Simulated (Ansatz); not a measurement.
How the formation enthalpy of InSb (model structure, started from the h-BN type, P6₃/mmc, No. 194, 4 atoms in the cell) moves with the method

No measured value is used here.

**Question.** Put these levels in order of the formation enthalpy that they give for InSb (model structure, started from the h-BN type, P6₃/mmc, No. 194, 4 atoms in the cell), smallest first: PBE (Ansatz, a program for electronic structure), PBE-D3(BJ) (Ansatz), PBEsol (Ansatz).

**Answer.** PBE (0.080 eV/atom), PBEsol (0.113 eV/atom), PBE-D3(BJ) (0.155 eV/atom)

Density-functional levels without +SOC have no spin–orbit coupling, which shifts binding energies of heavy elements. Each level is taken at its own relaxed cell. Ansatz's density-functional and Hartree–Fock values are scalar-relativistic unless marked +SOC, with PAW data made under PBE.

A model structure was made by putting elements into a prototype or built by hand; it is no filed structure, need not be a known phase, and can be a saddle point held by its symmetry.
